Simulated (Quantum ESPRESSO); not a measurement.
Quantum ESPRESSO is run on Mg6NiMo (Amm2, 8 atoms in the cell), and the run fails. The aim is a self-consistent single point with DFT, PBEsol, plane waves, SSSP 1.1.2 efficiency (PBE) pseudopotentials.

Cell that was meant: a = 4.8593 Å, b = 6.1937 Å, c = 6.1937 Å, α = 59.09°, β = 90.00°, γ = 90.00°.

Part of the input:

```fortran
Mg    24.3050  Mg.pbe-n-kjpaw_psl.0.3.0.UPF
Ni    58.6934  ni_pbe_v1.4.uspp.F.UPF
Mo    95.9500  Mo_ONCV_PBE-1.0.oncvpsp.upf
ATOMIC_POSITIONS {angstrom}
Mg    0.4999997546    0.6713014057    0.1667401080
Mg    0.4999997546    0.1667388141    0.6712979917
Mg    0.0000000000    0.8394879182    0.3390301372
Mg    0.0000000000    0.3390301929    0.8394929334
Mg    0.0000000000    0.3213401738    0.3213350486
Mg    0.0000000000    0.8246291573    0.8246266882
Ni    0.4999997546    0.1670900489    0.1670903457
Mo    0.4999997546    0.6703698698    0.6703658205
K_POINTS {automatic}
5 4 4  0 0 0
CELL_PARAMETERS {angstrom}
```

Log, with long lists cut:

```
     file Mg.pbe-n-kjpaw_psl.0.3.0.UPF: wavefunction(s)  3S renormalized
     G-vector sticks info
     --------------------
     sticks:   dense  smooth     PW     G-vecs:    dense   smooth      PW
     Sum        4097    2045    583               191583    67811   10221

     bravais-lattice index     =            0
   [... lines left out ...]

     atomic species   valence    mass     pseudopotential
     Mg                2.00    24.30500     Mg( 1.00)
     Ni               18.00    58.69340     Ni( 1.00)
     Mo               14.00    95.95000     Mo( 1.00)

     Starting magnetic structure
     atomic species   magnetization
     Mg              0.000
     Ni              0.111
     Mo              0.143

     No symmetry found

   Cartesian axes

     site n.     atom                  positions (alat units)
         1        Mg     tau(   1) = (   0.1028960   0.1381485   0.0343138  )
         2        Mg     tau(   2) = (   0.1028960   0.0343135   0.1381478  )
         3        Mg     tau(   3) = (   0.0000000   0.1727600   0.0697697  )
         4        Mg     tau(   4) = (   0.0000000   0.0697697   0.1727610  )
         5        Mg     tau(   5) = (   0.0000000   0.0661293   0.0661282  )
         6        Mg     tau(   6) = (   0.0000000   0.1697022   0.1697017  )
         7        Ni     tau(   7) = (   0.1028960   0.0343858   0.0343859  )
         8        Mo     tau(   8) = (   0.1028960   0.1379568   0.1379560  )

     number of k points=    42  Methfessel-Paxton smearing, width (Ry)=  0.0100
                       cart. coord. in units 2pi/alat
        k(    1) = (   0.0000000   0.0000000   0.0000000), wk =   0.0125000
        k(    2) = (   0.0000000  -0.1988756   0.1127280), wk =   0.0250000
        k(    3) = (   0.0000000   0.3977513  -0.2254560), wk =   0.0125000
   [... 39 lines left out ...]

     Dense  grid:   191583 G-vectors     FFT dimensions: (  72,  81,  81)

     Smooth grid:    67811 G-vectors     FFT dimensions: (  45,  60,  60)

     Initial potential from superposition of free atoms

     starting charge      41.9935, renormalised to      44.0000

 %%%%%%%%%%%%%%%%%%%%%%%%%%%%%%%%%%%%%%%%%%%%%%%%%%%%%%%%%%%%%%%%%%%%%%%%%%%%%%
     Error in routine cdiaghg (56):
     S matrix not positive definite
 %%%%%%%%%%%%%%%%%%%%%%%%%%%%%%%%%%%%%%%%%%%%%%%%%%%%%%%%%%%%%%%%%%%%%%%%%%%%%%

     stopping ...
```

From the messages shown, name the fault and mend the input.

The fault is this: crystal numbers under an angstrom card; here the program stops on it instead of giving results. To fix it, make label and numbers agree, by changing either. The program stopped before any SCF iteration.

The sound input it was made from differs as follows (other fixes are possible):
```diff
-ATOMIC_POSITIONS {angstrom}
-Mg    0.4999997546    0.6713014057    0.1667401080
-Mg    0.4999997546    0.1667388141    0.6712979917
-Mg    0.0000000000    0.8394879182    0.3390301372
-Mg    0.0000000000    0.3390301929    0.8394929334
-Mg    0.0000000000    0.3213401738    0.3213350486
-Mg    0.0000000000    0.8246291573    0.8246266882
-Ni    0.4999997546    0.1670900489    0.1670903457
-Mo    0.4999997546    0.6703698698    0.6703658205
+ATOMIC_POSITIONS {crystal}
+Mg    0.5000000000    0.6713000000    0.1667400000
+Mg    0.5000000000    0.1667400000    0.6713000000
+Mg    0.0000000000    0.8394900000    0.3390300000
+Mg    0.0000000000    0.3390300000    0.8394900000
+Mg    0.0000000000    0.3213400000    0.3213400000
+Mg    0.0000000000    0.8246300000    0.8246300000
+Ni    0.5000000000    0.1670900000    0.1670900000
+Mo    0.5000000000    0.6703700000    0.6703700000
```

With that input, the run converged in 34 iterations: free energy E − TS -9201.2183 eV; Fermi level (on the code's own zero) 5.96 eV; pressure -5.15 GPa; largest force (vector length) 0.188 eV/Å; size of the cell's spin moment 1.71 μB (DFT, PBEsol, plane waves, SSSP 1.1.2 efficiency (PBE) pseudopotentials).

On the sound input: the starting cell comes from a database of computed structures (which also holds hypothetical and non-ambient phases and stackings), without a prior relaxation at this level. Its lattice was rescaled by a random factor within 2.5 % of one. The magnetic order is the one reached from the typed start; others were not searched systematically. With a pressure of about -5 GPa the cell is away from its equilibrium volume at this level.
